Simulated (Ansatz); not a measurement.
## A computed series for Mo5Si3: response to strain

The parent structure is Mo₅Si₃ (space group I4/mcm, No. 140; a = 9.604 Å, c = 4.872 Å). Axes: x, y, z lie along a, b, c of the conventional cell.

Strains are applied to the cell and any free atomic positions relax; under biaxial strain the out-of-plane vector relaxes too.

Computed with PBEsol (Ansatz, a program for electronic structure; PAW; 420 eV plane waves; scalar-relativistic without spin-orbit coupling).

Candidates:
(a) isotropic strain +0.71 %
(b) biaxial strain −0.45 %, plane normal [001], relaxed out of plane
(c) biaxial strain −4.52 %, plane normal [001], relaxed out of plane

Notes on the quantities. energy relative to the base: free energy F.

Problem. Order them by energy relative to the base, lowest first.

Solution. (b) biaxial strain −0.45 %, plane normal [001], relaxed out of plane (+1.0 meV/atom), (a) isotropic strain +0.71 % (+5.0 meV/atom), (c) biaxial strain −4.52 %, plane normal [001], relaxed out of plane (+106 meV/atom)

A biaxial case was relaxed in a doubled cell and then solved in the primitive one. Without a gap, meshes like the base's 9×9×9 leave anisotropic stresses uncertain by several tenths of a GPa, and small strain energies with them. Stability against distortions was not tested. All final runs are without spin polarisation.
